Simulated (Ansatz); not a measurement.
Density of states of InP (F-43m) above the conduction band minimum, HSE06 with spin-orbit coupling, rigid bands (Ansatz, a program for electronic structure); cell volume 50.8 Å³.

(energy from edge (eV), 10⁻³ states/eV/cell): (0.006, 0.66); (0.031, 1.63); (0.056, 2.30); (0.081, 2.91); (0.106, 3.50); (0.131, 4.10); (0.156, 4.66); (0.181, 5.26); (0.206, 5.85); (0.231, 6.44); (0.256, 7.19); (0.281, 7.86); (0.319, 8.96); (0.344, 9.69); (0.369, 10.4); (0.394, 11.3); (0.419, 12.2); (0.444, 13.1); (0.469, 14.1); (0.494, 15.0); (0.519, 16.0); (0.544, 17.1); (0.569, 18.2); (0.594, 19.4)

Task: What effective density of states at 300 K does this give (∫ g(E) exp(−E/k_BT) dE, both spins, divided by the cell's size)?

Result: 6.8e17 cm⁻³, a density-of-states mass of 0.090 mₑ, valleys and band degeneracy included.

Geometry: cell and atoms relaxed with PBEsol.
